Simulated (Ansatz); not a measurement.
**A computed series for TaAs: pressure series**

Base system: TaAs (space group I4_1md, No. 109; a = 3.463 Å, c = 11.735 Å).

Cell and atoms are relaxed at each pressure.

Calculations: Kohn–Sham DFT with the PBE functional, run in Ansatz (a program for electronic structure) with PAW and 420 eV plane waves, no spin-orbit coupling, earlier PAW set.

Notes on the quantities. enthalpy: H = E + PV relative to the base's energy.

| change | lattice parameter a | enthalpy | c/a ratio |
|---|---|---|---|
| base | 3.463 Å | – | 3.388 |
| pressure −2 GPa | 3.474 Å | -0.22 eV/atom | 3.395 |
| pressure −1 GPa | 3.469 Å | -0.11 eV/atom | 3.392 |
| pressure 0.9 GPa | 3.458 Å | +0.10 eV/atom | 3.385 |
| pressure 2.1 GPa | 3.452 Å | +0.23 eV/atom | 3.381 |
| pressure 4.5 GPa | 3.440 Å | +0.49 eV/atom | 3.373 |
| pressure 9 GPa | 3.419 Å | +0.96 eV/atom | 3.359 |
| pressure 15 GPa | 3.395 Å | +1.58 eV/atom | 3.342 |
| pressure 22.5 GPa | 3.368 Å | +2.34 eV/atom | 3.322 |
| pressure 30 GPa | 3.344 Å | +3.07 eV/atom | 3.302 |

Load acts through the strain it causes; cell and atoms are relaxed under it. Stability against distortions was not tested. Competing high-pressure phases were not computed. All final runs are without spin polarisation.
